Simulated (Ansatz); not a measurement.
Take LiNbO$_{3}$ (space group R3c, No. 161) as the base.

```
CELL_PARAMETERS angstrom
      2.56733     1.48225     4.60804
     -2.56733     1.48225     4.60804
      0.00000    -2.96450     4.60804
ATOMIC_POSITIONS crystal
  Li 0.28078 0.28078 0.28078
  Li 0.78078 0.78078 0.78078
  Nb 0.99839 0.99839 0.99839
  Nb 0.49839 0.49839 0.49839
  O  0.10932 0.35998 0.71863
  O  0.71863 0.10932 0.35998
  O  0.35998 0.71863 0.10932
  O  0.21863 0.85998 0.60932
  O  0.85998 0.60932 0.21863
  O  0.60932 0.21863 0.85998
```

Cartesian axes are those of the cell as printed.

Computed with PBEsol (Ansatz, a quantum-chemistry and plane-wave program, PAW, no spin-orbit coupling).

The change: uniaxial strain ε_zz = −0.75 %, all other strain components held at zero, atoms relaxed at fixed cell.

Problem. How does this affect the stress?

Solution. The stress (xx, yy, zz, yz, xz, xy; compression positive) comes out as (0.52, 0.52, 1.78, 0.00, 0.00, 0.00) GPa.

No phonon test of stability was made.
